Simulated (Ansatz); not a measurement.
**fcc Ag (0 0 1) on tetragonal BaTiO3 (0 0 1) (film strained to the substrate, started from cuts of the bulks and a machine-learned relaxation; slabs Ba4Ti4O12 and Ag12, which can lie off the formulas)**

A periodic stack without vacuum, fcc Ag (0 0 1) on tetragonal BaTiO3 (0 0 1) (film strained to the substrate, started from cuts of the bulks and a machine-learned relaxation; slabs Ba4Ti4O12 and Ag12, which can lie off the formulas): substrate slab Ba4Ti4O12, film Ag12, surface cells [[0, 1], [-1, 0]] and [[0, -1], [2, 1]], film strained by -3.9 and -3.9 %, outermost planes OTi/BaO and Ag/Ag as cut, which need not be the usual terminations and can put a slab off its formula.

The start was prepared with a machine-learned potential, and the result is one local minimum, with the in-plane cell held and forces under 0.04 eV/Å; the film can end far from its bulk form.

These are PBE (plane waves to 420 eV, PAW; Ansatz, a first-principles code) values and carry that method's errors. Scalar-relativistic, without spin–orbit coupling; the runs are not spin-polarised; PBE gaps are too small against experiment. Its k-point mesh 8×8×1, Fermi–Dirac width 0.05 eV.

| Item | Value |
|---|---|
| interface area | 15.9 Å² |
| period | 31.38 Å |
| heights between the nearest atoms of the two slabs at the two interfaces | 3.42 and 2.40 Å |
| Ag–Ti contacts across the interfaces within 1.22 times the sum of covalent radii | 4, mean 3.27 Å |
| Ag–Ba contacts across the interfaces within 1.22 times the sum of covalent radii | 4, mean 3.97 Å |
| Ag–O contacts across the interfaces within 1.22 times the sum of covalent radii | 2, mean 2.40 Å |

```
CELL_PARAMETERS angstrom
      3.98567     0.00001     0.03542
      0.00021     3.98567    -0.02079
     -0.05806    -1.82935    31.38992
ATOMIC_POSITIONS crystal
  Ba 0.09744 0.10696 0.11249
  Ti 0.59310 0.56843 0.05112
  O  0.60494 0.61273 0.10909
  O  0.62041 0.09426 0.04501
  O  0.12249 0.59211 0.04505
  Ba 0.08436 0.17154 0.24601
  Ti 0.58110 0.62936 0.18259
  O  0.59225 0.67245 0.24128
  O  0.60259 0.15213 0.17707
  O  0.10573 0.64875 0.17709
  Ba 0.07329 0.24452 0.37882
  Ti 0.56763 0.71959 0.31496
  O  0.57962 0.73792 0.37365
  O  0.59061 0.19764 0.30978
  O  0.09417 0.70008 0.30976
  Ba 0.06820 0.30816 0.51138
  Ti 0.57017 0.77648 0.44810
  O  0.56912 0.80621 0.50573
  O  0.57294 0.27536 0.44343
  O  0.07351 0.77539 0.44344
  Ag 0.62874 0.90061 0.69037
  Ag 0.12876 0.40043 0.69002
  Ag 0.13207 0.86558 0.62038
  Ag 0.63190 0.36573 0.62065
  Ag 0.62205 0.97129 0.82964
  Ag 0.12212 0.47121 0.82959
  Ag 0.12540 0.93552 0.75954
  Ag 0.62545 0.43572 0.75986
  Ag 0.61521 0.04124 0.96844
  Ag 0.11408 0.54233 0.96841
  Ag 0.11873 0.00711 0.89943
  Ag 0.61869 0.50754 0.90033
```
